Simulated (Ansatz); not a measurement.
Output of an Ansatz run (abridged):

```
Pseudopotentials: kind: paw
Pseudopotential: Pb, paw, valence charge 14
Pseudopotential: O, paw, valence charge 6
Crystal: 6 atoms, lattice volume = 88.571 Å³
Basis set: ecut = 420.4159175005146 eV, 1743 PW (Γ), exchange–correlation on 72×72×48 points (8 copies of the dense FFT grid, shifted against one another)
Bands: 32, of which v1, the nominal top of the filled ones, is band 26 counted from 1 (25 counted from 0)
Symmetry: 16 space group operations
Space group: P42/mnm (ITA 136), of the structure as read, at distance tolerance 4.5e-5 Å
k-points: 24 of 175
Initial density: superposition of atomic densities (neutral atoms: chi_scale 0, normalization atom), corrected by the library's trained network
Initial wavefunctions: pseudopotential atomic-orbital guess
Eigensolver: davidson
Functional: x = pbe(κ = 0.804, μ = 0.2195149727645171), c = pbe(β = 0.06672455060314922)
SCF iter   1: F=—  HF=-26077.461590 eV  |F-HF|=—  |Δ(HF+E_count)|=         —  Δρ=3.72e-3  dr2=9.47e-3  ethr=1.77e-3  ⟨swp⟩=6.0  Hψ=3363  notcnv=0
all-band conjugate gradients solve this SCF's bands
preconditioner: auto → Kerker (q_TF=auto, 2.497 Å⁻¹)
SCF iter   2: F=—  HF=-26077.462016 eV  |F-HF|=—  |Δ(HF+E_count)|=   4.25e-4  Δρ=1.52e-3  dr2=1.30e-3  ethr=1.82e-5  ⟨swp⟩=2.0  Hψ=1545  notcnv=0
SCF iter   3: F=—  HF=-26077.462395 eV  |F-HF|=—  |Δ(HF+E_count)|=   3.79e-4  Δρ=7.34e-4  dr2=5.45e-4  ethr=2.50e-6  ⟨swp⟩=1.0  Hψ=733  notcnv=0
SCF iter   4: F=—  HF=-26077.462624 eV  |F-HF|=—  |Δ(HF+E_count)|=   2.29e-4  Δρ=2.05e-4  dr2=5.48e-5  ethr=1.05e-6  ⟨swp⟩=2.1  Hψ=1058  notcnv=0
SCF iter   5: F=—  HF=-26077.462426 eV  |F-HF|=—  |Δ(HF+E_count)|=   1.98e-4  Δρ=5.19e-5  dr2=4.45e-6  ethr=1.05e-7  ⟨swp⟩=2.0  Hψ=1039  notcnv=0
SCF iter   6: F=—  HF=-26077.462428 eV  |F-HF|=—  |Δ(HF+E_count)|=   2.04e-6  Δρ=2.08e-5  dr2=6.32e-7  ethr=8.56e-9  ⟨swp⟩=2.3  Hψ=1231  notcnv=0
SCF iter   7: F=-26077.462428 eV  HF=-26077.462428 eV  |F-HF|=4.64e-8  |Δ(HF+E_count)|=   4.01e-7  Δρ=5.52e-6  dr2=4.05e-8  ethr=1.92e-10  ⟨swp⟩=10.6  Hψ=4145  notcnv=0
SCF 1 converged in 7 iterations: F = -26077.462428 eV  dr2 = 4.05e-8
SCF converged after 7 iterations
Free energy (F): -26077.462428 eV
Harris-Foulkes:  -26077.462428 eV  (|F-HF|=4.64e-8)
Internal energy: -26077.451543 eV  (E = F + TS)
E sigma→0 (E₀):  -26077.456986 eV
Entropy (-TS):   -0.010885 eV (-1.814 meV/atom)
Fermi energy:    7.422391 eV
--- Per-component energies (eV) ---
  E_band       = -114.447340
  E_kinetic    = 1276.605263
  E_local      = -3511.715726  (includes V_loc(G=0)·N_el)
  E_nonlocal   = 903.272722
  E_hartree    = 1347.051376
  E_xc         = -725.740424
  E_vxc        = -628.821670  (∫ρ·V_xc dr)
  E_paw        = -21466.073114  (= ΣΔE_a)
  E_vpaw       = -847.902485  (= ΣTr[D̂ρ^β])
  E_aug_tail   = 0.009450  (compensation charges beyond the density's cutoff)
  E_ewald      = -3900.861089
  E_smearing   = -0.010885  (= −TS)
  E_closure    = -0.000000  (closes the sum)
  Σ components = -26077.462428   (vs F -26077.462428, Δ=0.00e0)
--- Forces (eV/Å), atoms counted from 1 ---
  atom   1  Pb     0.00000000    -0.00000000     0.00000000
  atom   2  Pb     0.00000000     0.00000000     0.00000000
  atom   3  O      0.03366371     0.03366371     0.00000000
  atom   4  O     -0.03366371    -0.03366371     0.00000000
  atom   5  O     -0.03366371     0.03366371     0.00000000
  atom   6  O      0.03366371    -0.03366371     0.00000000
  max |Σ_I F_I| component: 2.08e-17 eV/Å
--- Stress (GPa, compression-positive) ---
        0.420178       0.000000       0.000000
        0.000000       0.420178       0.000000
        0.000000       0.000000      -0.193976
  P = ⅓ Tr σ = 0.2155 GPa (2.155 kbar)
  The stress holds the Pulay correction. Without it, at fixed plane waves, as pw.x and ABINIT print it: P = -0.3356 GPa
--- Band table (eV; the first three rows and the last of 24) ---
  k-point 0: bands = ["-10.6499", "-10.6121", "-9.0505", "-9.0505", "-8.1787", "-8.0127", "-7.9791", "-7.9791", "-7.8317", "-7.7396", "-7.7104", "-7.6838", "-7.6838", "-5.7321", "-0.5961", "4.1472", "4.2045", "4.2045", "5.0828", "5.4047", "5.6447", [...]
  k-point 1: bands = ["-10.5106", "-10.5101", "-9.4267", "-9.4267", "-8.1448", "-7.9657", "-7.8209", "-7.7404", "-7.7404", "-7.7323", "-7.7117", "-7.4687", "-7.4687", "-5.8773", "-0.6584", "3.6320", "4.1020", "4.3450", "4.3450", "5.4864", "5.8483", [...]
  k-point 2: bands = ["-10.2583", "-10.1815", "-9.9086", "-9.9086", "-8.0133", "-7.8526", "-7.7933", "-7.7789", "-7.7789", "-7.7179", "-7.7101", "-6.7572", "-6.7572", "-6.3234", "-0.6712", "1.9645", "4.0937", "4.5686", "4.5686", "5.2500", "5.2500", [...]
  k-point 23: bands = ["-10.3475", "-10.2070", "-9.9467", "-9.7302", "-7.8312", "-7.8238", "-7.7387", "-7.7354", "-7.7228", "-7.7112", "-7.5009", "-7.2631", "-6.2931", "-6.1233", "-0.2311", "-0.1109", "3.6946", "3.7258", "4.2455", "5.3284", [...]
```

The structure:

```xyz
6
Lattice="5.0629 0.0000 0.0000 0.0000 5.0629 0.0000 0.0000 0.0000 3.4554" Properties=species:S:1:pos:R:3 pbc="T T T"
Pb     0.0000     0.0000     0.0000
Pb     2.5314     2.5314     1.7277
O      1.5565     1.5565     0.0000
O      3.5064     3.5064     0.0000
O      0.9750     4.0879     1.7277
O      4.0879     0.9750     1.7277
```

Question: What input produced this log?

Answer: Other spellings and defaults could give the same log, and not every line can be read from it. The input that was run (DFT, PBE, plane waves, default PAW files):

Ansatz 0.2 input:
```yaml
crystal:
  lattice:
    - [5.062891, 0.000000, 0.000000]
    - [0.000000, 5.062891, 0.000000]
    - [0.000000, 0.000000, 3.455362]
  atoms:
    - { symbol: Pb, position: [0.000000, 0.000000, 0.000000] }
    - { symbol: Pb, position: [0.500000, 0.500000, 0.500000] }
    - { symbol: O, position: [0.307430, 0.307430, 0.000000] }
    - { symbol: O, position: [0.692570, 0.692570, 0.000000] }
    - { symbol: O, position: [0.192570, 0.807430, 0.500000] }
    - { symbol: O, position: [0.807430, 0.192570, 0.500000] }
basis:
  ecutwfc: 30.9 Ry
kpoints:
  mp_grid: { grid: [5, 5, 7] }
hamiltonian:
  xc: pbe
  pseudopotentials: { kind: paw }
scf:
  occupations: { method: gaussian, width: 0.0147 Ry }
output:
  forces: true
  eigenvalues: true
  stress: true
```

The starting cell comes from a database of computed structures (which also holds hypothetical and non-ambient phases and stackings), without a prior relaxation at this level. Its lattice was rescaled by a random factor within 2.5 % of one. Spin-orbit coupling is off. Ansatz's pressure includes its estimate of the finite-basis (Pulay) stress. Without the estimate this run gives -0.34 GPa. A gap is left out here, as mesh or smearing make it unsure.

Ansatz is an electronic-structure program.
